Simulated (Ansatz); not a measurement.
Effect of isotropic strain −1.32 % on MgSe

Start from MgSe in the rock salt structure (space group Fm-3m, No. 225; a = 5.5083 Å).

Perturbation: an isotropic linear strain of −1.32 %, atoms relaxed at fixed cell.

The values are results of Kohn–Sham DFT with the PBE functional, run in Ansatz (an electronic-structure program) with PAW and 420 eV plane waves, without spin-orbit coupling, earlier PAW set, not measurements. k-mesh 10×10×10 (Γ-centred); smearing 0.05 eV (Fermi–Dirac).

```tsv
quantity	base	changed	shift
volume per atom	20.89 Å³	20.07 Å³	-0.82 Å³
space group	Fm-3m (No. 225)	Fm-3m (No. 225)	–
shortest interatomic distance	2.754 Å	2.718 Å	-0.036 Å
energy relative to the base (free energy F)	0 meV/atom	+6.4 meV/atom	+6.4 meV/atom
pressure	0.00 GPa	2.62 GPa	+2.62 GPa
band gap	1.77 eV	1.84 eV	+0.07 eV
gap character	indirect, Γ → X	indirect, Γ → X	–
smallest direct gap	2.40 eV	2.66 eV	+0.26 eV
mean gap deformation potential ΔEg/Δln V	–	-1.7 eV	–
width of the top valence band	2.45 eV	2.57 eV	+0.12 eV
electron mass	0.48 mₑ along k, 0.24 mₑ across (at X)	0.49 mₑ along k, 0.24 mₑ across (at X)	–
hole mass (degenerate bands, along [100])	0.16, 0.82, 0.82 mₑ (at Γ)	0.17, 0.78, 0.78 mₑ (at Γ)	–
valley order (the lowest conduction-band minima on the path, energy above the VBM, named in the base's zone)	X along ⟨100⟩ 1.77 eV; Γ 2.40 eV	X along ⟨100⟩ 1.84 eV; Γ 2.66 eV	–
```

Final structure:

```yaml
crystal:
  lattice:
    - [0.00000, 2.71780, 2.71780]
    - [2.71780, 0.00000, 2.71780]
    - [2.71780, 2.71780, 0.00000]
  atoms:
    - { symbol: Se, position: [0.00000, 0.00000, 0.00000] }
    - { symbol: Mg, position: [0.50000, 0.50000, 0.50000] }
```

Masses are band curvatures over ±0.01 Å⁻¹ around the edge. Along k means along the line from Γ to the band edge. Stability against distortions was not tested.
